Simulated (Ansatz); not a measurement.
Take ZnSiP$_{2}$ in the chalcopyrite structure (space group I-42d, No. 122) as the base.

```
ZnSiP2
1.0
   -2.65320     2.65320     5.18990
    2.65320    -2.65320     5.18990
    2.65320     2.65320    -5.18990
Zn Si P
2 2 4
Cartesian
  0.00000   0.00000   0.00000
  0.00000   2.65320   2.59495
  0.00000   0.00000   5.18990
  2.65320   0.00000   2.59495
  1.25805   1.32660   6.48737
  1.32660  -1.25805   3.89242
  1.39515   1.32660   1.29747
  1.32660   3.91125  -1.29747
```

The values are results of LDA/PAW in Ansatz (a quantum-chemistry and plane-wave program), no spin-orbit coupling, not measurements.

Base values:

| Quantity | Value |
|---|---|
| Band gap | 1.11 eV |
| Valence-band top at Γ | 0.00, -0.11, -0.11 eV |

Modification: an isotropic linear strain of +0.75 %, atoms relaxed at fixed cell.

**Question.** Estimate the effect on the band gap and valence-band top at Γ.

**Answer.** The band gap rises by 0.051 eV to 1.17 eV; the valence-band top at Γ (three highest levels, from the VBM) remains 0.00, -0.11, -0.11 eV.

Stability against distortions was not tested.
